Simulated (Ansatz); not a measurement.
Base system: Al₂O₃ (space group Amm2, No. 38; a hypothetical phase, not in the database extracts checked).

```yaml
crystal:
  lattice:
    - [2.82268, 0.00000, 0.00000]
    - [0.00000, 2.66302, 4.15238]
    - [0.00000, -2.66302, 4.15238]
  atoms:
    - { symbol: Al, position: [0.00000, 0.08826, 0.08826] }
    - { symbol: Al, position: [0.50000, 0.74318, 0.74318] }
    - { symbol: O, position: [0.50000, 0.35281, 0.90522] }
    - { symbol: O, position: [0.50000, 0.90522, 0.35281] }
    - { symbol: O, position: [0.00000, 0.86902, 0.86902] }
```

Level of theory: PBEsol (Ansatz, an electronic-structure program), spin-orbit coupling left out.

For the base:

Electron mass: 0.41 mₑ along a, 0.45 mₑ along b, 0.50 mₑ along c (at Γ)
Smallest direct gap: 4.05 eV
Density: 2.71 g/cm³
Shortest interatomic distance: 1.750 Å
Band gap: 4.01 eV

The change: hydrostatic tension (pressure −2 GPa).

Problem. Predict the new electron mass.

Solution. The electron mass becomes 0.40 mₑ along a, 0.45 mₑ along b, 0.49 mₑ along c (at Γ) (base: 0.41 mₑ along a, 0.45 mₑ along b, 0.50 mₑ along c (at Γ)).

Problem. Estimate the effect on the smallest direct gap.

Solution. The smallest direct gap drops by 0.05 eV, from 4.05 eV to 4.00 eV.

Problem. Estimate the effect on the density.

Solution. The density falls by 0.04 g/cm³ (2.71 g/cm³ → 2.67 g/cm³).

Problem. Estimate the effect on the shortest interatomic distance.

Solution. The shortest interatomic distance rises by 0.007 Å, from 1.750 Å to 1.757 Å.

Problem. How does this affect the band gap?

Solution. The band gap drops by 0.06 eV to 3.95 eV.

Load acts through the strain it causes; cell and atoms are relaxed under it. Effective masses come from finite differences of ±0.01 Å⁻¹. Stability against distortions was not tested. The base started in Cc and relaxed to Amm2 at this level.
